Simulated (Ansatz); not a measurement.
Consider Ag in the fcc (Cu type) structure (space group Fm-3m, No. 225; a = 4.001 Å; relaxed with 0.1 eV smearing).

The values are results of LDA, PAW, 420 eV (Ansatz, a first-principles code; no spin-orbit coupling), not measurements.

Before the change:

| Quantity | Result |
|---|---|
| Pressure | 0.0 GPa |

It is then changed as follows: the cell is scaled by 1.0100 in all directions, atoms relaxed at fixed cell.

### Question
Predict the new energy relative to the base.

### Answer
The energy rises by 6.0 meV/atom.

### Question
What does the calculation give for the pressure after the change?

### Answer
The pressure goes from zero to -3.8 GPa.

The cells carry an imposed strain or load. Whether these cells are dynamically stable was not tested.
